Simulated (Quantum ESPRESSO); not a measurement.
**A short convergence ladder for Ca (Fm-3m, 1 atom in the cell)**

```yaml
crystal:
  lattice:
    - [-2.79837, 0.00000, 2.79837]
    - [0.00000, 2.79837, 2.79837]
    - [-2.79837, 2.79837, 0.00000]
  atoms:
    - { symbol: Ca, position: [0.00000, 0.00000, 0.00000] }
```

Base method: PBEsol, SSSP 1.1.2 precision (PBE) pseudopotentials (plane waves; Quantum ESPRESSO).

Base settings: ecutwfc = 50 Ry; ecutrho = 400 Ry; occupations = smearing; smearing = gaussian; degauss = 0.0073499 Ry; input_dft = pbesol; potentials = {Ca: Ca_pbe_v1.uspp.F.UPF}; K_POINTS = automatic 10 10 10 0 0 0; conv_thr = 1e-10 Ry; mixing_beta = 0.3.

The count of work is k-points × plane waves × bands × iterations; it is no time. Core times come from one kind of shared machine, to one figure; runs under 30 s give none.

**The size of a vacancy's supercell**

On Ca (Fm-3m, 2 atoms in the cell), and larger cells.

Steps: 2 x 1 x 1 supercell, one Ca atom taken out, nothing relaxed; 2 x 2 x 1 supercell, one Ca atom taken out, nothing relaxed; and so on, with the mesh thinned in proportion.

Only quantities that move along the ladder and can be compared are tabulated.

| atoms | unrelaxed vacancy energy (eV) | count of work / last | core time / last (rough) |
|---|---|---|---|
| 2 | 0.775 | 0.43 | 0.3 |
| 4 | 1.137 | 1.5 | 1 |
| 8 | 1.278 | 1.0 | 1 |

Smallest size that holds the unrelaxed vacancy energy within 0.1 eV: not settled: the last two steps still differ by 0.14 eV, over half the tolerance, so the ladder does not show it.

On the base run: the starting cell has typed, rounded lattice constants, without a prior relaxation at this level. Its lattice was rescaled by up to half a per cent.
